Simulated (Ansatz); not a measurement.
For rock-salt BeTe (model structure), r²SCAN (PAW; Ansatz, a first-principles code) gives:

equilibrium lattice constant a: 5.371 Å
formation enthalpy: 0.124 eV/atom

**Question.** What does HSE06 (plane waves, PAW; Ansatz) give for the same quantities?

**Answer.** 
- lattice constant a: 5.330 Å (falls by 0.8 %)
- formation enthalpy: 0.088 eV/atom (drops by 0.036 eV/atom)

Changes are worked out from the printed values.

Unless a cell is named, each level is at its own relaxed cell (r²SCAN 19.36, HSE06 18.93 Å³/atom).

Levels without +SOC leave out spin–orbit coupling, which shifts energies and cells of such heavy elements.

Caveats: exact exchange on metals is sensitive to the k mesh and can open a false gap (HSE06). Ansatz's density-functional and Hartree–Fock values are scalar-relativistic unless marked +SOC, with PAW data made under PBE.

A model structure was made by putting elements into a prototype or built by hand; it is no filed structure, need not be a known phase, and can be a saddle point held by its symmetry.
